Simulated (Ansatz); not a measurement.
**CdS, response to strain**

Base system: CdS in the wurtzite structure (space group P6_3mc, No. 186).

```xyz
4
Lattice="4.0741 0.0000 0.0000 -2.0371 3.5283 0.0000 0.0000 0.0000 6.6367" Properties=species:S:1:pos:R:3 pbc="T T T"
Cd     0.0000     2.3522     0.0025
Cd     2.0371     1.1761     3.3209
S      0.0000     2.3522     2.4995
S      2.0371     1.1761     5.8179
```

Strains are applied to the cell and any free atomic positions relax.

Level of theory: LDA (Ansatz, a first-principles code, PAW, no SOC).

Candidates:
(a) isotropic strain −3.00 %
(b) isotropic strain −1.80 %
(c) isotropic strain −1.20 %
(d) isotropic strain −0.60 %
(e) isotropic strain −2.40 %

Base values:

The band gap is 1.03 eV.

Order them by band gap, lowest first.

(d) isotropic strain −0.60 % (1.07 eV), (c) isotropic strain −1.20 % (1.11 eV), (b) isotropic strain −1.80 % (1.15 eV), (e) isotropic strain −2.40 % (1.19 eV), (a) isotropic strain −3.00 % (1.22 eV)

No phonon test of stability was made.
